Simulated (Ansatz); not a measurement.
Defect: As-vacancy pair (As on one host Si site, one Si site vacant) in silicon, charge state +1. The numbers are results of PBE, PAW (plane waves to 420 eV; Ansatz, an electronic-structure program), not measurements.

216-site cell at the relaxed PBE lattice, one k-point at (0.250, 0.250, 0.250), smearing 0.01 eV, spin-restricted, no finite-size correction. No zero-point or tunnelling terms. The charge state is imposed; whether it is stable for some Fermi level was not computed. Forms of the defect that were not tried may lie lower.

The step: direct exchange of As with the vacancy (As-vacancy distance between ideal sites 2.37 Å throughout); the atom moves 1.89 Å along (0.20, 0.20, 0.20) of the unit cell; the moving atom starts with neighbours 3 Si at 2.44 Å and ends with 3 Si at 2.44 Å. On the band's own sampling the forward barrier is 0.76 eV. Harmonic modes of the moving As atom alone, all others held, come from finite differences of 0.015 Å. The program found a first-order saddle point.

Question: Which three frequencies does the atom have at the start and at the saddle point?

Answer: start 4.4, 5.5, 5.5 THz; saddle point 3.7i, 3.1 and 3.2 THz.

Question: What attempt frequency and zero-point change of the barrier follow from these modes alone, and what classical rate at 1000 K?

Answer: ν = (4.4 × 5.5 × 5.5) / (3.1 × 3.2) ≈ 13 THz. The zero-point energy changes the barrier by h/2 × (6.3 − 15.3) THz = -0.019 eV. The classical rate is ν exp(−0.76/0.0862) ≈ 2e9 s⁻¹. One atom's modes give a rough prefactor, not that of the whole cell.
